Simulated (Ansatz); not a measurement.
**A computed series for WS2: response to strain**

The parent structure is WS$_{2}$ (space group P6_3/mmc, No. 194; a = 3.115 Å, c = 11.772 Å; layered, stacked along the Cartesian z axis). Axes: x lies along a and z along c of the hexagonal cell.

Strains are applied to the cell and any free atomic positions relax.

The values are results of DFT with PBEsol-D3(BJ), PAW potentials and a 420 eV plane-wave cutoff in Ansatz (a first-principles code), without spin-orbit coupling, not measurements.

Candidates:
(a) uniaxial strain ε_zz = −1.20 %
(b) uniaxial strain ε_zz = −0.60 %
(c) uniaxial strain ε_zz = −2.40 %
(d) uniaxial strain ε_zz = −3.00 %
(e) uniaxial strain ε_zz = −1.80 %

For the base:

| Property | Value |
|---|---|
| Band gap | 0.65 eV |

**Question.** Order them by band gap, lowest first.

**Answer.** (d) uniaxial strain ε_zz = −3.00 % (0.46 eV), (c) uniaxial strain ε_zz = −2.40 % (0.50 eV), (e) uniaxial strain ε_zz = −1.80 % (0.54 eV), (a) uniaxial strain ε_zz = −1.20 % (0.58 eV), (b) uniaxial strain ε_zz = −0.60 % (0.62 eV)

Spin-orbit coupling, missing from the scalar runs, can matter with W. No phonon test of stability was made.
